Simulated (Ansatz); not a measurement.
Start from Bi2Te2Se (space group R-3m, No. 166; a = 4.304 Å, c = 30.843 Å (hexagonal axes); a cell from a computed database, its experimental status unchecked).

Levels (all Ansatz, a quantum-chemistry and plane-wave program, PAW): r2SCAN+rVV10 (500 eV, without spin-orbit coupling); HSE06 (420 eV, spin-orbit coupling left out).

Its gap is 0.51 eV with r2SCAN+rVV10 and 0.68 eV with HSE06.

Now apply this change: cell and atoms relaxed at a pressure of 5 GPa.

With r2SCAN+rVV10 the gap becomes 0.19 eV.

Task: If the HSE06 correction stayed the same, what would the HSE06 gap be, and what does the HSE06 run give?

Result: A rigid correction of +0.17 eV gives 0.36 eV. The HSE06 run gives 0.32 eV, so the correction itself changes by -0.04 eV.

Single points use the geometry relaxed with r2SCAN+rVV10. Spin-orbit coupling, missing from the scalar runs, can matter with Bi and Te. Load acts through the strain it causes; cell and atoms are relaxed under it. No phonon test of stability was made. No other phases were tried under pressure. The zero or small gap of Bi2Te2Se under pressure 5 GPa can change with the level of theory.
